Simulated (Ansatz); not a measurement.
Consider RbGeF3 in the cubic perovskite structure (space group Pm-3m, No. 221; a = 4.424 Å; a hypothetical phase, not in the database extracts checked). Axes: x, y, z lie along the cube axes.

All numbers come from Ansatz (a first-principles code), r2SCAN, PAW, cutoff 500 eV, spin-orbit coupling left out.

Base values:

| Quantity | Value |
|---|---|
| Band gap | 2.06 eV |

The change: uniaxial strain ε_xx = −0.53 %, all other strain components held at zero; the atoms relax in the strained cell.

### Question
How does this affect the band gap?

### Answer
The band gap decreases by 0.04 eV to 2.02 eV.

No phonon test of stability was made. Many cubic perovskites are stable only at high temperature; tilts and polar distortions were not tested.
